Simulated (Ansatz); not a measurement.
The starting structures come from a database of crystals and need not be the phases stable at ambient conditions.

By PBEsol, the system below comes out a metal.

A figure of merit of an interconnect metal is its ballistic conductance per area.

```xyz
4
Lattice="3.8775 0.0000 0.0000 0.0000 3.8775 0.0000 0.0000 0.0000 3.8775" Properties=species:S:1:pos:R:3 pbc="T T T"
Ta     1.9388     1.9388     1.9388
Ru     1.9388     0.0000     0.0000
Ru     0.0000     1.9388     0.0000
Ru     0.0000     0.0000     1.9388
```

Space group of this cell: Pm-3m, Cu3Au type. The cell is taken as given; by PBEsol its mean pressure is -5.2 GPa.

The current flows along the normal of the first two printed cell vectors, the (001) plane of the conventional cell. No spin-orbit coupling; the value is a mean over 0.1 eV about the Fermi level.

Task: Give the ballistic conductance per area that PBEsol run with Ansatz (a first-principles code) yields.

Result: 1.5 × 10¹⁵ S/m² for both spins.
